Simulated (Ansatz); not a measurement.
We consider SiO₂ (P4₃2₁2, No. 96), described by r²SCAN (Ansatz, a program for electronic structure, plane waves, PAW).

Numerical settings: plane-wave cutoff 560 eV, 8×8×6 k mesh (along the axes of the cell as run), Fermi–Dirac smearing 0.01 eV, scalar-relativistic PAW data made under PBE.

Computed at the level's own relaxed cell.

Problem. Estimate the band gap, lattice parameter a and c axis length that the calculation returns.

Solution. 
- band gap: 6.35 eV (on the SCF k mesh)
- lattice parameter a: 4.982 Å
- c axis length: 6.919 Å

The computed numbers hold no vibrational or temperature effects.

Cost on a shared machine: roughly 5 core-minutes.
